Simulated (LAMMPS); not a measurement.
MD of FeAl (CsCl type) at zero pressure, 1024 atoms, as a liquid; each row is its own run.

Method: classical MD, pair style meam, file MoCoNiVFeAlCr_2nn.meam (LAMMPS).

```
T (K)  D(Al) (cm²/s)
-----  -------------
1080         3.91e-6
1550         2.88e-5
1710         4.14e-5
1940         6.52e-5
2170         8.88e-5
2480        0.000125
```

### Question
Fit an Arrhenius law, ln y = a + b / x, to these rows (x is the first column, y the second) and predict the run at x = 1400.

### Answer
Least squares gives a = -6.2367 and b = -6657. The slope times kB gives an activation energy of 0.57 eV. At x = 1400 the fit predicts 1.68e-5 cm²/s. The run itself gave (1.73 ± 0.04) × 10^-5 cm²/s, so the fit is 2.9 % low.

Caution (row 1080): enthalpy drifts during the constant-pressure average: a transition or slow ageing; fluctuation values are void.

Caution: a run this short can hold a crystal over, or a liquid under, the potential's own melting point, which these runs don't give.

Errors of D are the spread over four groups of atoms in one short run; a floor of about 5 %, a picked value, is safer.
